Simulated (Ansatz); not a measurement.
**Step by step: energy of configuration A over configuration B**

Subject: the energy of configuration A over configuration B. The value is E(A) − E(B).

A: a slab of Au (fcc, Fm-3m) cut along (111), 14 atoms, hexagonal cell of 5.88 Å (29.9 Å²), symmetry P3m1, 7.3 Å thick under 16 Å of vacuum, in-plane vectors held at the crystal's; planes from bottom to top: Au4 × 3 | H | I, its two faces unlike (dipole correction applied); added, foreign or displaced atoms, above the top plane: I bound to 3 Au at 2.95 Å; H bound to 3 Au at 1.88 Å; spin state with PBE: run without spin.

B: a slab of Au (fcc, Fm-3m) cut along (111), 14 atoms, hexagonal cell of 5.88 Å (29.9 Å²), symmetry Cm, 8.5 Å thick under 15 Å of vacuum, in-plane vectors held at the crystal's; planes from bottom to top: Au4 × 3 | H | I, its two faces unlike (dipole correction applied); added, foreign or displaced atoms, above the top plane: HI with no bond to the solid, its nearest contact I···Au 3.74 Å; spin state with PBE: run without spin.

Method: Ansatz (a quantum-chemistry and plane-wave program), PAW, neutral cells at 0 K with nuclei at rest, on structures from PBE. Ansatz runs with its PAW set soft_1. A dispersion term (D3(BJ), or D4 for r2SCAN) was computed beside these levels and is taken off wherever the name lacks it. Spin-orbit coupling is left out. Cell A has symmetry P3m1 and got no random move, so less symmetric positions, which may lie lower, weren't tried. Cell B has symmetry Cm and got no random move, so less symmetric positions, which may lie lower, weren't tried.

Total energies of the cells in eV, at zero smearing width. They compare only within one column; the weights balance every element.

```
cell                        atoms  weight            PBE
--------------------------  -----  ------  -------------
A: Au(111) slab with H + I     14      +1  -165341.00312
B: Au(111) slab with HI        14      −1  -165340.57008
```

PBE: (-165341.00312) − (-165340.57008) = -0.433 eV.
